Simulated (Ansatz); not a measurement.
A dielectric-response calculation of RbH (Fm-3m, 2 atoms in the cell) with Ansatz (a quantum-chemistry and plane-wave program).

Method of the run: LDA (PW92), default PAW files made with PBE (plane waves; Ansatz).

```xyz
2
Lattice="0.0000 2.9891 2.9891 2.9891 0.0000 2.9891 2.9891 2.9891 0.0000" Properties=species:S:1:pos:R:3 pbc="T T T"
Rb     2.9891     2.9891     2.9891
H      0.0000     0.0000     0.0000
```

Reference input (self-consistent single point, DFT, LDA (PW92), plane waves, default PAW files made with PBE): basis.ecutwfc = 420 eV; kpoints.mp_grid.grid = 7 7 7; hamiltonian.xc = lda; hamiltonian.pseudopotentials = {kind: paw} (the program's default PAW files); scf.occupations.method = fixed. This run's input differs from it in these lines:

```diff
@@ -18,6 +18,4 @@
   occupations: { method: fixed }
-output:
-  forces: true
-  eigenvalues: true
-  stress: true
+dielectric:
+  field_mesh: kpoints
```

Log, with long lists cut:

```
SCF iter   1: F=—  HF=-3186.779561 eV  |F-HF|=—  |Δ(HF+E_count)|=         —  Δρ=8.95e-3  dr2=4.31e-2  ethr=1.77e-3  ⟨swp⟩=5.6  Hψ=2378  notcnv=0  defer=74
all-band conjugate gradients solve this SCF's bands
preconditioner: auto → none
SCF iter   2: F=—  HF=-3186.765299 eV  |F-HF|=—  |Δ(HF+E_count)|=   1.43e-2  Δρ=1.92e-3  dr2=1.34e-3  ethr=4.31e-4  ⟨swp⟩=1.4  Hψ=699  notcnv=0  defer=75
SCF iter   3: F=—  HF=-3186.764993 eV  |F-HF|=—  |Δ(HF+E_count)|=   3.06e-4  Δρ=5.86e-4  dr2=8.82e-5  ethr=1.34e-5  ⟨swp⟩=2.0  Hψ=475  notcnv=0  defer=77
SCF iter   4: F=—  HF=-3186.764978 eV  |F-HF|=—  |Δ(HF+E_count)|=   1.49e-5  Δρ=5.23e-5  dr2=5.47e-7  ethr=8.82e-7  ⟨swp⟩=2.0  Hψ=547  notcnv=0  defer=74
SCF iter   5: F=—  HF=-3186.764980 eV  |F-HF|=—  |Δ(HF+E_count)|=   2.18e-6  Δρ=5.80e-6  dr2=4.72e-9  ethr=5.47e-9  ⟨swp⟩=2.0  Hψ=523  notcnv=0  defer=60
SCF iter   6: F=—  HF=-3186.764980 eV  |F-HF|=—  |Δ(HF+E_count)|=   2.05e-9  Δρ=5.55e-7  dr2=1.30e-10  ethr=1.00e-12  ⟨swp⟩=6.8  Hψ=1831  notcnv=0
SCF iter   7: F=-3186.764980 eV  HF=-3186.764980 eV  |F-HF|=1.82e-12  |Δ(HF+E_count)|=  6.82e-11  Δρ=3.78e-8  dr2=2.52e-13  ethr=1.00e-12  ⟨swp⟩=2.0  Hψ=720  notcnv=0
SCF 1 converged in 7 iterations: F = -3186.764980 eV  dr2 = 2.52e-13
DFPT response loops at Γ: preconditioner auto → none (the input reference at scf.mixing.eps_inf says where Resta's filter doesn't serve); β = 0.50 …
Free energy (F): -3186.764980 eV
Internal energy: -3186.764980 eV  (E = F + TS)
E sigma→0 (E₀):  -3186.764980 eV
Fermi energy:    2.023034 eV
--- Dielectric response (ions clamped): 1 representative field direction + reference, on 40 of 343 k-points (Σ response iterations 6) ---
  k mesh reduced under 8 symmetry operations, with k and −k counted as one. Each operation leaves every solved perturbation unchanged …
  ε∞ (high-frequency dielectric tensor):
        3.020696    -0.000000     0.000000
   [... lines left out ...]
         0.00000    1.03720   -0.00000
         0.00000   -0.00000    1.03720
    site 1:
        -1.03720    0.00000    0.00000
        -0.00000   -1.03720    0.00000
         0.00000    0.00000   -1.03720
  Z* charge neutrality: 7.696e-6 e pre-enforcement
  k-mesh period / interband length: 29.6 Å / 1.51 Å = 19.57 at k = (0.0000, 0.1429, -0.4286), direct gap 3.014 eV — 14 or more, which is no proof of convergence
```

The run converged in 7 iterations. 

Summary of the result:
* **Free energy E − TS (on the zero of these files)**: -3186.7650 eV
* **Top of the valence band (on the code's own zero)**: 2.02 eV
* **Gap on the k-point mesh**: 2.84 eV
* **ε∞ at this k-point mesh, which may be far from converged in small-gap cells (xx, yy, zz)**: 3.02, 3.02, 3.02
* **Born charges at this mesh (mean of the diagonal, e)**: Rb 1.04, H -1.04

The starting cell comes from a database of computed structures (which also holds hypothetical and non-ambient phases and stackings), without a prior relaxation at this level. Its lattice was rescaled by up to half a per cent.

Keys are those of Ansatz 0.2.
